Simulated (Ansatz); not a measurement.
Ansatz (a first-principles code) run on InSe (P3m1, 8 atoms in the cell): self-consistent single point.

Computed with LDA (PW92), default PAW files made with PBE (plane waves; Ansatz).

The change in words: lattice scaled by 0.98; kpoints.mp_grid.grid: 6 6 1 → 18 18 4. Reference geometry:
```yaml
crystal:
  lattice:
    - [4.06757, 0.00000, 0.00000]
    - [-2.03378, 3.52262, 0.00000]
    - [0.00000, 0.00000, 18.14232]
  atoms:
    - { symbol: In, position: [0.00000, 0.00000, 0.58015] }
    - { symbol: In, position: [0.00000, 0.00000, 0.42261] }
    - { symbol: In, position: [0.33333, 0.66667, 0.92261] }
    - { symbol: In, position: [0.33333, 0.66667, 0.07739] }
    - { symbol: Se, position: [0.66667, 0.33333, 0.85300] }
    - { symbol: Se, position: [0.66667, 0.33333, 0.14700] }
    - { symbol: Se, position: [0.33333, 0.66667, 0.64702] }
    - { symbol: Se, position: [0.33333, 0.66667, 0.35298] }
```

Reference input (self-consistent single point, DFT, LDA (PW92), plane waves, default PAW files made with PBE): basis.ecutwfc = 30.9 Ry; kpoints.mp_grid.grid = 6 6 1; hamiltonian.xc = lda; hamiltonian.pseudopotentials = {kind: paw} (the program's default PAW files); scf.occupations.method = fixed. This run's input differs from it in these lines:

Ansatz 0.2 input:
```diff
@@ -3,14 +3,14 @@
   lattice:
-    - [4.06756700, 0.00000000, 0.00000000]
-    - [-2.03378300, 3.52261600, 0.00000000]
-    - [0.00000000, 0.00000000, 18.14232000]
+    - [3.98621600, 0.00000000, 0.00000000]
+    - [-1.99310700, 3.45216400, 0.00000000]
+    - [0.00000000, 0.00000000, 17.77947400]
   atoms:
-    - { symbol: In, position_ang: [0.00000000, 0.00000000, 10.52519438] }
-    - { symbol: In, position_ang: [0.00000000, 0.00000000, 7.66712586] }
-    - { symbol: In, position_ang: [-0.00000170, 2.34841184, 16.73828586] }
-    - { symbol: In, position_ang: [-0.00000170, 2.34841184, 1.40403414] }
-    - { symbol: Se, position_ang: [2.03378570, 1.17420416, 15.47539896] }
-    - { symbol: Se, position_ang: [2.03378570, 1.17420416, 2.66692104] }
-    - { symbol: Se, position_ang: [-0.00000170, 2.34841184, 11.73844389] }
-    - { symbol: Se, position_ang: [-0.00000170, 2.34841184, 6.40387611] }
+    - { symbol: In, position_ang: [0.00000000, 0.00000000, 10.31469072] }
+    - { symbol: In, position_ang: [0.00000000, 0.00000000, 7.51378351] }
+    - { symbol: In, position_ang: [-0.00000133, 2.30144382, 16.40352051] }
+    - { symbol: In, position_ang: [-0.00000133, 2.30144382, 1.37595349] }
+    - { symbol: Se, position_ang: [1.99311033, 1.15072018, 15.16589132] }
+    - { symbol: Se, position_ang: [1.99311033, 1.15072018, 2.61358268] }
+    - { symbol: Se, position_ang: [-0.00000133, 2.30144382, 11.50367527] }
+    - { symbol: Se, position_ang: [-0.00000133, 2.30144382, 6.27579873] }
 basis:
@@ -19,3 +19,3 @@
   mp_grid:
-    grid: [6, 6, 1]
+    grid: [18, 18, 4]
 hamiltonian:
```

Log, with long lists cut:

```
SCF iter   1: F=—  HF=-43365.384273 eV  |F-HF|=—  |Δ(HF+E_count)|=         —  Δρ=6.83e-3  dr2=1.18e-1  ethr=1.77e-3  ⟨swp⟩=4.9  Hψ=32745  notcnv=0  defer=1308
all-band conjugate gradients solve this SCF's bands
preconditioner: auto → Resta (q_TF=auto, 2.409 Å⁻¹)
SCF iter   2: F=—  HF=-43365.354324 eV  |F-HF|=—  |Δ(HF+E_count)|=   2.99e-2  Δρ=2.81e-3  dr2=1.12e-2  ethr=1.02e-4  ⟨swp⟩=3.3  Hψ=16762  notcnv=0  defer=1379
   [... lines left out ...]
SCF iter   5: F=—  HF=-43365.351902 eV  |F-HF|=—  |Δ(HF+E_count)|=   1.24e-5  Δρ=1.20e-4  dr2=3.01e-4  ethr=3.77e-7  ⟨swp⟩=2.0  Hψ=10102  notcnv=0  defer=1341
SCF iter   6: F=—  HF=-43365.351877 eV  |F-HF|=—  |Δ(HF+E_count)|=   2.57e-5  Δρ=4.47e-5  dr2=6.57e-6  ethr=2.60e-7  ⟨swp⟩=1.9  Hψ=9511  notcnv=0  defer=1040
SCF iter   7: F=—  HF=-43365.351908 eV  |F-HF|=—  |Δ(HF+E_count)|=   3.15e-5  Δρ=9.63e-6  dr2=5.39e-7  ethr=5.67e-9  ⟨swp⟩=2.0  Hψ=10593  notcnv=0  defer=1040
SCF iter   8: F=-43365.351908 eV  HF=-43365.351908 eV  |F-HF|=3.08e-8  |Δ(HF+E_count)|=   1.47e-7  Δρ=3.61e-6  dr2=8.29e-8  ethr=8.62e-11  ⟨swp⟩=11.5  Hψ=48426  notcnv=0
SCF 1 converged in 8 iterations: F = -43365.351908 eV  dr2 = 8.29e-8
Free energy (F): -43365.351908 eV
Internal energy: -43365.351908 eV  (E = F + TS)
E sigma→0 (E₀):  -43365.351908 eV
Fermi energy:    6.197255 eV
--- Forces (eV/Å), atoms counted from 1 ---
  atom   1  In    -0.00000000    -0.00000000    -0.71010445
  atom   2  In     0.00000000     0.00000000     0.38783220
  atom   3  In     0.00000000     0.00000000     0.16810778
  atom   4  In     0.00000000    -0.00000000    -0.15856086
  atom   5  Se    -0.00000000    -0.00000000    -0.20808574
  atom   6  Se    -0.00000000     0.00000000     0.19874862
  atom   7  Se     0.00000000     0.00000000     0.51998220
  atom   8  Se    -0.00000000    -0.00000000    -0.19794000
--- Stress (GPa, compression-positive) ---
        0.035677       0.000000      -0.000000
        0.000000       0.035677       0.000000
       -0.000000       0.000000      -0.465268
  P = ⅓ Tr σ = -0.1313 GPa (-1.313 kbar)
  The stress holds the Pulay correction. Without it, at fixed plane waves, as pw.x and ABINIT print it: P = -0.1576 GPa
```

The run converged in 8 iterations. Against the reference run the free energy goes down by 20.9 meV/atom, the pressure goes from -2.72 to -0.13 GPa, the largest force goes from 0.460 to 0.710 eV/Å and the gap on the mesh goes from 0.421 to 0.572 eV.

The starting cell comes from a database of computed structures (which also holds hypothetical and non-ambient phases and stackings), without a prior relaxation at this level. Its lattice was rescaled by up to half a per cent. One atom was moved a little off its site on purpose. For this run, on top of that: lattice scaled by 0.98. Ansatz's pressure includes its estimate of the finite-basis (Pulay) stress.

Cost on one core of a shared machine: roughly 3 min.
